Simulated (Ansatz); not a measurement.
## CdS: response to strain

The parent structure is CdS in the zinc blende structure (space group F-43m, No. 216; a = 5.7566 Å). Axes: x, y, z lie along the cube axes.

Strains are applied to the cell and any free atomic positions relax; under biaxial strain the out-of-plane vector relaxes too.

The values are results of LDA in Ansatz (plane waves to 420 eV, PAW, no SOC), not measurements.

| biaxial strain, plane normal [001], relaxed out of plane (%) | out-of-plane strain (%) |
|---|---|
| 0 | 0.00 |
| 0.5 | ? |
| 1 | -1.52 |
| 1.5 | -2.30 |
| 2 | -3.08 |
| 2.5 | -3.86 |
| 3 | -4.66 |

Problem. Fit ε⊥ = −νε + γε² (strains in %) to the rows shown and predict the withheld row.

Solution. Least squares on the printed values gives ν = 1.51 (the biaxial Poisson response) and γ = -0.014 (largest residual 0.00 %); this predicts -0.76 %, and the run gives -0.76 %, in agreement.

No phonon test of stability was made.

Ansatz is a program for electronic structure.
